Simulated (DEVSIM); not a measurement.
System: Al/SiO2/p-GaSb capacitor, at 400 K.

Layer 1 from the left is SiO2, thickness (nm) 0.960. Layer 2 from the left is GaSb, thickness (nm) 15000, Na (cm⁻³) 1.7e15.

Metal gate on the left, work function 4.1 eV. Fixed charge at the semiconductor interface -2.3e10 cm⁻² (in units of +e); no interface traps.

Constants are typed, rounded textbook-type inputs, not results; the design itself was drawn at random and stands for no fabricated device. Values at 300 K; Nc and Nv go as T^1.5, mobilities as T to minus their exponent, the gap by Varshni's rule with the affinity fixed.

SiO2: gap (eV) 9, affinity (eV) 0.9, permittivity 3.9. GaSb: gap (eV) 0.726, affinity (eV) 4.06, permittivity 15.7, Nc (cm⁻³) 2.1e17, Nv (cm⁻³) 1.8e19, Varshni α (eV/K) 0.00042, Varshni β (K) 140.

**Question.** Estimate by hand the flat-band voltage, the threshold voltage, and compare with a numerical solution.

**Answer.** 
- Flat-band voltage: C = 3.60 μF/cm², work-function difference -0.313 V; VFB = φms − qNf/C = -0.31 V; numerical -0.31 V.
- Threshold voltage: φF = 0.086 V, depletion charge √(4εqNφF) = 1.14e-8 C/cm²; VT = VFB + 2φF + Qd/C = -0.14 V; numerical -0.14 V.

Simulated with DEVSIM: 1D Poisson equation in equilibrium, Boltzmann statistics, complete ionisation; no quantum confinement or tunnelling. Metal contacts follow the ideal Schottky-Mott rule: no Fermi-level pinning, no interface dipoles.
